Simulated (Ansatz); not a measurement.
**WC (space group P-6m2, No. 187)**

WC has the hexagonal space group P-6m2 (No. 187), Pearson symbol hP2. Cell: a = 2.8837 Å, b = 2.8837 Å, c = 2.8123 Å, α = 90.00°, β = 90.00°, γ = 120.00°. W on 1a has 6 C at 2.179 Å and 8 W at 2.812–2.884 Å. C on 1d is surrounded by 6 W at 2.179 Å (trigonal prismatic). (Neighbours: up to the widest gap in distance over summed covalent radii, below 1.35, at either atom; cation-cation and far metal-metal contacts left out.)

Level of theory: LDA, PAW, 420 eV (Ansatz, a quantum-chemistry and plane-wave program; spin-orbit coupling left out). Settings: 18×18×16 k-points, 0.05 eV Fermi–Dirac smearing.

The volume per atom is 10.13 Å³ and the density comes out as 16.06 g/cm³. The band gap comes out as zero and the total energy is -5186.670 eV/atom (σ→0; compares only within this code and set-up).

Whether these cells are dynamically stable was not tested. All final runs are without spin polarisation.
